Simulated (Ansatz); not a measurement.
Mg on the 1x1 (110) surface of bcc W, one in a 2x2 cell, energies for each (28.7 Å²). Energies are against an atom of hcp Mg, without zero-point or thermal terms; each row is named by its start.

The numbers are results of PBE (plane waves to 420 eV, PAW; Ansatz, an electronic-structure program), not measurements.

### Question
Which site binds most strongly?
A. bridge W-W (span 2.8 Å)
B. bridge W-W (span 3.2 Å)
C. top W

### Answer
B, bridge W-W (span 3.2 Å). Adsorption energies: bridge W-W (span 3.2 Å) -0.38 eV; bridge W-W (span 2.8 Å) -0.14 eV; top W 0.10 eV.
